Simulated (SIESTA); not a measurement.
**SIESTA run on Br (Cmce, 4 atoms in the cell): self-consistent single point**

Method of the run: GGA PBE, numerical atomic orbitals DZP, PseudoDojo PBE standard norm-conserving potentials (rewritten from UPF to PSML) in SIESTA.

Input as run:

```
# files in the folder: Br.psml (PseudoDojo PBE standard)
SystemName  Br
SystemLabel siesta

NumberOfAtoms                4
NumberOfSpecies              1
%block ChemicalSpeciesLabel
  1 35 Br
%endblock ChemicalSpeciesLabel
LatticeConstant              1.0 Ang
%block LatticeVectors
     2.255904000   -3.358679000   -0.000000000
     2.255904000    3.358679000    0.000000000
     0.000000000    0.000000000    8.781912000
%endblock LatticeVectors
AtomicCoordinatesFormat      Ang
%block AtomicCoordinatesAndAtomicSpecies
     3.884666688   -0.000000000    7.807119768  1
     2.883045312   -0.000000000    3.416163768  1
     1.628762688   -0.000000000    5.365748232  1
     0.627141312   -0.000000000    0.974792232  1
%endblock AtomicCoordinatesAndAtomicSpecies

XC.functional                GGA
XC.authors                   PBE
PAO.BasisSize                DZP
PAO.EnergyShift              0.005 Ry
MeshCutoff                   300 Ry
%block kgrid.MonkhorstPack
    5   0   0  0.0
    0   5   0  0.0
    0   0   2  0.0
%endblock kgrid.MonkhorstPack
OccupationFunction           FD
ElectronicTemperature        20.0 meV

MaxSCFIterations             150
SCF.Mixer.Method             Broyden
SCF.Mixer.Weight             0.1
SCF.Mixer.History            6
SCF.DM.Tolerance             1.0E-05
Diag.ParallelOverK           true
WriteForces                  true
Charge.Mulliken              end
```

Output (repeated stretches shortened):

```
reinit: Reading from file input.fdf

reinit: System Name: Br
reinit: System Label: siesta

coor:   Atomic-coordinates input format  =     Cartesian coordinates
coor:                                          (in Angstroms)

siesta: Atomic coordinates (Bohr) and species
siesta:      7.34096  -0.00000  14.75332  1        1
siesta:      5.44817  -0.00000   6.45561  1        2
siesta:      3.07792  -0.00000  10.13979  1        3
siesta:      1.18513  -0.00000   1.84209  1        4

siesta: System type = bulk

initatomlists: Number of atoms, orbitals, and projectors:      4    52    72

siesta: ******************** Simulation parameters ****************************
redata: Spin configuration                          = none
redata: Time-Reversal Symmetry                      = T
redata: Number of Atomic Species                    =        1
redata: Mesh Cutoff                                 =   300.0000 Ry
redata: Net charge of the system                    =     0.0000 |e|
redata: Min. number of SCF Iter                     =        0
redata: Max. number of SCF Iter                     =      150
redata: SCF convergence failure will abort job
redata: SCF mix quantity                            = Hamiltonian
redata: Mix DM or H after convergence               =   F
redata: Recompute H after scf cycle                 =   F
redata: Mix DM in first SCF step                    =   T
redata: No kicks to SCF
redata: DM Mixing Weight for Kicks                  =     0.5000
redata: Require Harris convergence for SCF          =   F
redata: Harris energy tolerance for SCF             =     0.000100 eV
redata: Require DM convergence for SCF              =   T
redata: DM tolerance for SCF                        =     0.000010
redata: Require EDM convergence for SCF             =   F
redata: EDM tolerance for SCF                       =     0.001000 eV
redata: Require H convergence for SCF               =   T
   [... lines left out ...]
diag: Parallel distribution                         =     1 x     1
diag: Used triangular part                          = Lower
diag: Absolute tolerance                            =  0.100E-15
diag: Orthogonalization factor                      =  0.100E-05
diag: Memory factor                                 =  1.0000

superc: Internal auxiliary supercell:     5 x     5 x     3  =      75
superc: Number of atoms, orbitals, and projectors:    300   3900   5400

                        Single-point calculation

superc: Internal auxiliary supercell:     5 x     5 x     3  =      75
superc: Number of atoms, orbitals, and projectors:    300   3900   5400

outcell: Unit cell vectors (Ang):
        2.255904   -3.358679   -0.000000
        2.255904    3.358679    0.000000
        0.000000    0.000000    8.781912

outcell: Cell vector modules (Ang)   :    4.045964    4.045964    8.781912
outcell: Cell angles (23,13,12) (deg):     90.0000     90.0000    112.2243
outcell: Cell volume (Ang**3)        :    133.0786
new_DM -- step:     1
Initializing Density Matrix...

Attempting to read DM from file... Failed...
DM filled with atomic data:

InitMesh: MESH = 40 x 40 x 96 = 153600
InitMesh: Mesh cutoff (required, used) =   300.000   315.230 Ry

stepf: Fermi-Dirac step function
        iscf     Eharris(eV)        E_KS(eV)     FreeEng(eV)     dDmax    Ef(eV) dHmax(eV)
   scf:    1    -1708.016295    -1710.663171    -1710.663171  0.600783 -4.103685  1.163610
   scf:    2    -1710.810462    -1710.738336    -1710.738336  0.016196 -4.191136  0.995332
   scf:    3    -1711.007213    -1710.907296    -1710.907296  0.080157 -4.642919  0.144702
   scf:    4    -1710.932033    -1710.921120    -1710.921120  0.013897 -4.682334  0.038267
   scf:    5    -1710.923012    -1710.922182    -1710.922182  0.004339 -4.693168  0.028339
   scf:    6    -1710.922742    -1710.922505    -1710.922505  0.003293 -4.690254  0.005626
   [... 2 lines left out ...]
   scf:    9    -1710.922513    -1710.922512    -1710.922512  0.000235 -4.689632  0.001151
   scf:   10    -1710.922513    -1710.922512    -1710.922512  0.000136 -4.689535  0.000438
   scf:   11    -1710.922512    -1710.922512    -1710.922512  0.000047 -4.689512  0.000337
   scf:   12    -1710.922512    -1710.922512    -1710.922512  0.000018 -4.689512  0.000299
   scf:   13    -1710.922512    -1710.922512    -1710.922512  0.000009 -4.689518  0.000269
SCF Convergence by DM+H criterion
max |DM_out - DM_in|         :     0.0000088871
max |H_out - H_in|      (eV) :     0.0002692986
SCF cycle converged after 13 iterations

Using DM_out to compute the final energy and forces

siesta: E_KS(eV) =            -1710.9225

siesta: E_KS - E_eggbox =     -1710.9225

siesta: Atomic forces (eV/Ang):
     1   -0.493660    0.000000   -0.961281
     2    0.493660   -0.000000   -0.961281
     3   -0.493660    0.000000    0.961281
     4    0.493660   -0.000000    0.961281
   Tot   -0.000000    0.000000    0.000000
   Max    0.961281
   Res    0.623902    sqrt( Sum f_i^2 / 3N )
   Max    0.961281    constrained

Stress tensor Voigt[x,y,z,yz,xz,xy] (kbar):       -2.28        0.62      -20.12       -0.00        0.00       -0.00
(Free)E + p*V (eV/cell)    -1710.3193
Target enthalpy (eV/cell)    -1710.9225

siesta: Program's energy decomposition (eV):
siesta: Ebs     =      -320.294365
siesta: Eions   =      2789.382330
siesta: Ena     =       913.467954
siesta: Ekin    =       476.583443
siesta: Enl     =       237.639259
siesta: Eso     =         0.000000
siesta: Edftu   =         0.000000
siesta: DEna    =        11.181001
siesta: DUscf   =         1.247656
siesta: DUext   =         0.000000
siesta: Ex      =      -516.971675
siesta: Ec      =       -44.687821
siesta: Exc     =      -561.659495
siesta: Eharris =     -1710.922512
siesta: Etot    =     -1710.922512
siesta: FreeEng =     -1710.922512

siesta: Atomic forces (eV/Ang):
siesta:      1   -0.493660    0.000000   -0.961281
siesta:      2    0.493660   -0.000000   -0.961281
siesta:      3   -0.493660    0.000000    0.961281
siesta:      4    0.493660   -0.000000    0.961281
siesta: ----------------------------------------
siesta:    Tot   -0.000000    0.000000    0.000000

siesta: Stress tensor (static) (eV/Ang**3):
siesta:    -0.001425   -0.000000   -0.000000
siesta:    -0.000000    0.000385   -0.000000
siesta:     0.000000   -0.000000   -0.012558

siesta: Cell volume =        133.078590 Ang**3

siesta: Pressure (static):
siesta:                Solid            Molecule  Units
siesta:           0.00004936          0.00020439  Ry/Bohr**3
siesta:           0.00453240          0.01876612  eV/Ang**3
siesta:           7.26170349         30.06663861  kBar

mulliken: Atomic and Orbital Populations:

Species: Br
Atom  Qatom  Qorb
               4s      4s      4py     4pz     4px     4py     4pz     4px
               4Pdxy   4Pdyz   4Pdz2   4Pdxz   4Pdx2-y2
   1  7.000   1.938   0.020   1.968   1.189   1.586  -0.006   0.129   0.064
              0.012   0.021   0.029   0.038   0.012
   2  7.000   1.938   0.020   1.968   1.189   1.586  -0.006   0.129   0.064
   [... 5 lines left out ...]

mulliken: Qtot =       28.000

Mulliken Atomic Populations:
Atom #   charge [q] valence [e]  Species
     1    -0.000000    7.000000  Br
     2    -0.000000    7.000000  Br
     3     0.000000    7.000000  Br
     4     0.000000    7.000000  Br
 Total    -0.000000
```

The run converged in 13 iterations.

The starting cell has typed, rounded lattice constants, without a prior relaxation at this level. Its lattice was rescaled by a random factor within 2.5 % of one. Values carry the incompleteness of an atom-centred basis. Forces in this geometry exceed 1 eV/Å.
